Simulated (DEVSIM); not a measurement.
Structure: abrupt Ge n-p junction, at 300 K.

Layer 1 from the left is Ge, thickness (μm) 1.30, Nd (cm⁻³) 5.5e16, τn (s) 0.00097, τp (s) 0.00097. Layer 2 from the left is Ge, thickness (μm) 14.0, Na (cm⁻³) 1.1e15, τn (s) 0.00097, τp (s) 0.00097.

Left contact: ohmic. Right contact: ohmic. Voltage is applied to the left contact. Recombination: SRH at mid-gap. Mobility is μmin + (μ − μmin)/(1 + (N/Nref)^α).

The device is made up for the run: typed textbook-type constants, with dimensions and the other settings drawn at random. Values at 300 K.

Ge: gap (eV) 0.664, affinity (eV) 4, permittivity 16, Nc (cm⁻³) 1.04e19, Nv (cm⁻³) 6e18, μn (cm²/Vs) 3900, μp (cm²/Vs) 1900, μn,min 150, μp,min 100, Nref,n 2.6e17, Nref,p 4e17, αn 0.56, αp 0.6.

Task: Estimate by hand the built-in potential, the peak field at zero bias, the capacitance at 3 V, and compare with a numerical solution.

Result: 
- Built-in potential: ni = √(Nc Nv) exp(−Eg/2kT) = 2.09e13 cm⁻³ with Eg = 0.664 eV; Vbi = kT/q ln(Na Nd/ni²) = 0.306 V; numerical 0.306 V.
- Peak field at zero bias: depletion approximation: W = √(2εVbi/(qN)) = 0.708 μm with N = 1.08e15 cm⁻³; field = 2Vbi/W = 8640 V/cm; numerical 12600 V/cm (estimate below by 32 %).
- Capacitance at 3 V: C = √(qεN / 2(Vbi + |V|)) = 6.08 nF/cm²; numerical 6.14 nF/cm² (estimate below by 0.84 %).

Model (solved in DEVSIM): 1D drift-diffusion, Boltzmann statistics, complete ionisation; no tunnelling, impact ionisation, image-force lowering or self-heating.
